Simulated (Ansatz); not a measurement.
Ansatz (a program for electronic structure) run on YZnCuP2 (P3m1, 5 atoms in the cell): self-consistent single point.

Computed with LDA (PW92), default PAW files made with PBE (plane waves; Ansatz).

The change in words: lattice scaled by 0.98; basis.ecutwfc: 420 eV → 735 eV. Reference geometry:
```yaml
crystal:
  lattice:
    - [3.97527, 0.00000, 0.00000]
    - [-1.98763, 3.44268, 0.00000]
    - [0.00000, 0.00000, 6.56420]
  atoms:
    - { symbol: Y, position: [0.33333, 0.66667, 0.99216] }
    - { symbol: Zn, position: [0.00000, 0.00000, 0.37651] }
    - { symbol: Cu, position: [0.66667, 0.33333, 0.63951] }
    - { symbol: P, position: [0.66667, 0.33333, 0.25670] }
    - { symbol: P, position: [0.00000, 0.00000, 0.74274] }
```

Reference input (self-consistent single point, DFT, LDA (PW92), plane waves, default PAW files made with PBE): basis.ecutwfc = 420 eV; kpoints.mp_grid.grid = 7 7 4; hamiltonian.xc = lda; hamiltonian.pseudopotentials = {kind: paw} (the program's default PAW files); scf.occupations.method = gaussian; scf.occupations.width = 0.1 eV. This run's input differs from it in these lines:

Ansatz 0.2 input:
```diff
@@ -3,5 +3,5 @@
   lattice:
-    - [3.975267, 0.000000, 0.000000]
-    - [-1.987634, 3.442683, 0.000000]
-    - [0.000000, 0.000000, 6.564198]
+    - [3.895762, 0.000000, 0.000000]
+    - [-1.947881, 3.373829, 0.000000]
+    - [0.000000, 0.000000, 6.432914]
   atoms:
@@ -13,3 +13,3 @@
 basis:
-  ecutwfc: 420.0
+  ecutwfc: 735.0
 kpoints:
```

Output, abridged:

```
SCF iter   1: F=—  HF=-15003.620830 eV  |F-HF|=—  |Δ(HF+E_count)|=         —  Δρ=8.87e-3  dr2=3.34e-2  ethr=1.77e-3  ⟨swp⟩=7.1  Hψ=4392  notcnv=0
all-band conjugate gradients solve this SCF's bands
preconditioner: auto → Resta (q_TF=auto, 2.516 Å⁻¹)
SCF iter   2: F=—  HF=-15003.613385 eV  |F-HF|=—  |Δ(HF+E_count)|=   7.45e-3  Δρ=3.05e-3  dr2=7.32e-3  ethr=6.43e-5  ⟨swp⟩=2.0  Hψ=1800  notcnv=0  defer=22
   [... lines left out ...]
SCF iter   5: F=—  HF=-15003.611250 eV  |F-HF|=—  |Δ(HF+E_count)|=   4.66e-5  Δρ=2.26e-4  dr2=2.73e-5  ethr=8.56e-8  ⟨swp⟩=3.0  Hψ=1450  notcnv=0  defer=22
SCF iter   6: F=—  HF=-15003.611236 eV  |F-HF|=—  |Δ(HF+E_count)|=   1.43e-5  Δρ=2.78e-5  dr2=9.35e-7  ethr=5.25e-8  ⟨swp⟩=2.0  Hψ=1305  notcnv=0  defer=22
SCF iter   7: F=—  HF=-15003.611236 eV  |F-HF|=—  |Δ(HF+E_count)|=   1.45e-7  Δρ=1.09e-5  dr2=1.01e-7  ethr=1.80e-9  ⟨swp⟩=2.0  Hψ=1366  notcnv=0  defer=22
SCF iter   8: F=-15003.611236 eV  HF=-15003.611236 eV  |F-HF|=2.30e-9  |Δ(HF+E_count)|=   6.68e-9  Δρ=2.79e-6  dr2=8.82e-9  ethr=1.92e-10  ⟨swp⟩=10.3  Hψ=4207  notcnv=0
SCF 1 converged in 8 iterations: F = -15003.611236 eV  dr2 = 8.82e-9
Free energy (F): -15003.611236 eV
Internal energy: -15003.609539 eV  (E = F + TS)
E sigma→0 (E₀):  -15003.610387 eV
Entropy (-TS):   -0.001697 eV (-0.339 meV/atom)
Fermi energy:    11.660160 eV
--- Forces (eV/Å), atoms counted from 1 ---
  atom   1  Y      0.00000000     0.00000000    -0.37148024
  atom   2  Zn     0.00000000     0.00000000     0.01839369
  atom   3  Cu     0.00000000    -0.00000000     0.12830521
  atom   4  P      0.00000000    -0.00000000     0.13257657
  atom   5  P      0.00000000     0.00000000     0.09218207
--- Stress (GPa, compression-positive) ---
       -1.544796       0.000000       0.000000
        0.000000      -1.544796       0.000000
        0.000000       0.000000      -1.865930
  P = ⅓ Tr σ = -1.6518 GPa (-16.518 kbar)
  The stress holds the Pulay correction. Without it, at fixed plane waves, as pw.x and ABINIT print it: P = -1.6540 GPa
```

The run converged in 8 iterations. Against the reference run the free energy drops by 31.8 meV/atom, the pressure goes from -7.26 to -1.65 GPa and the largest force goes from 0.465 to 0.371 eV/Å.

The starting cell comes from a database of computed structures (which also holds hypothetical and non-ambient phases and stackings), without a prior relaxation at this level. Its lattice was rescaled by up to half a per cent. One atom was moved a little off its site on purpose. For this run, on top of that: lattice scaled by 0.98. Spin polarisation is off. Ansatz's pressure includes its estimate of the finite-basis (Pulay) stress.
